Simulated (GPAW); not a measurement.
GPAW run on SiHg3 (I4/mmm, 4 atoms in the cell): self-consistent single point.

Level of theory: LDA (Perdew-Wang 92), GPAW PAW datasets LDA (gpaw-data 1.0.1) (plane waves; GPAW 25.7.0).

```xyz
4
Lattice="-2.1582 2.1582 4.9752 2.1582 -2.1582 4.9752 2.1582 2.1582 -4.9752" Properties=species:S:1:pos:R:3 pbc="T T T"
Si     0.0000     0.0000     0.0000
Hg     0.0000     2.1582     2.4876
Hg     2.1582     0.0000     2.4876
Hg     0.0000     0.0000     4.9752
```

Reference input (self-consistent single point, DFT LDA (Perdew-Wang 92), plane waves, GPAW PAW datasets LDA (gpaw-data 1.0.1)): mode = pw; ecut = 600 eV; xc = LDA; kpts = 6 6 6; mesh shift (steps) = 0 0 0; occupations.name = methfessel-paxton; occupations.width = 0.136 eV; occupations.order = 0; nbands = -10; convergence.density = 1e-05 e/electron; symmetry.symmorphic = false; symmetry.tolerance = 0.0005. This run's input differs from it in these lines:

```diff
@@ -14,3 +14,3 @@
 
-calc = GPAW(mode={'name': 'pw', 'ecut': 600},
+calc = GPAW(mode={'name': 'pw', 'ecut': 780},
             xc='LDA',
```

The program printed (abridged):

```
     iter     time        total  log10-change:
                         energy   eigst   dens
iter:   1 --:--:--    -9.877233
iter:   2 --:--:--    -9.840123   -0.98  -1.52
iter:   3 --:--:--    -9.760237   -1.51  -1.56
iter:   4 --:--:--    -9.718476   -2.54  -1.96
iter:   5 --:--:--    -9.709614   -2.50  -2.01
iter:   6 --:--:--    -9.704447c  -3.59  -2.43
iter:   7 --:--:--    -9.698853c  -3.63  -2.48
iter:   8 --:--:--    -9.694753c  -3.70  -2.70
iter:   9 --:--:--    -9.694797c  -4.96  -3.05
iter:  10 --:--:--    -9.694984c  -4.87  -3.03
   [... 8 lines left out ...]
iter:  19 --:--:--    -9.695276c  -6.40  -3.76
iter:  20 --:--:--    -9.695267c  -6.76  -3.90
iter:  21 --:--:--    -9.695269c  -7.37  -3.98
iter:  22 --:--:--    -9.695256c  -7.02  -4.05
iter:  23 --:--:--    -9.695256c  -8.10c -4.59
iter:  24 --:--:--    -9.695257c  -8.39c -4.75
iter:  25 --:--:--    -9.695257c  -9.48c -4.87
iter:  26 --:--:--    -9.695257c  -9.64c -4.90
iter:  27 --:--:--    -9.695257c  -8.83c -4.93
iter:  28 --:--:--    -9.695256c  -9.38c -5.05c
Converged after 28 iterations.

Dipole moment: (-0.000000, 0.000000, -0.000000) |e|*Ang

Energy contributions relative to reference atoms: (reference = -1606453.596421)

Kinetic:        +46.121706
Potential:      -34.580801
External:        +0.000000
XC:             -14.675358
Entropy (-ST):   -0.008969
Local:           -6.556319
SIC:             +0.000000
--------------------------
Free energy:     -9.699741
Extrapolated:    -9.695256

Showing only first 2 kpts
 Kpt  Band  Eigenvalues  Occupancy
  0    27      5.61699    2.00000
  0    28      6.49765    0.07616
  0    29      6.49765    0.07616
  0    30      7.73310    0.00000

  1    27      4.97093    2.00000
  1    28      5.51699    2.00000
  1    29      5.67179    2.00000
  1    30      6.85356    0.00000

Fermi level: 6.32711

No gap
No difference between direct/indirect transitions
Energy (eV): -9.695256

Forces in eV/Ang:
  0 Si    0.00000    0.00000   -0.00000
  1 Hg    0.00000    0.00000    0.00000
  2 Hg    0.00000   -0.00000    0.00000
  3 Hg   -0.00000   -0.00000   -0.00000

Stress tensor:
     0.036461     0.000000    -0.000000
     0.000000     0.036461     0.000000
    -0.000000     0.000000     0.039335
Stress (GPa, Voigt): [ 5.8418  5.8418  6.3022  0.     -0.      0.    ]
```

The run converged in 28 iterations. GPAW prints stress with tension positive. Against the reference run the free energy falls by 2.4 meV/atom and the pressure moves little (-6.03 to -6.00 GPa).

The starting cell comes from a database of computed structures (which also holds hypothetical and non-ambient phases and stackings), without a prior relaxation at this level.

Cost on one core of a shared machine: roughly 3 min.
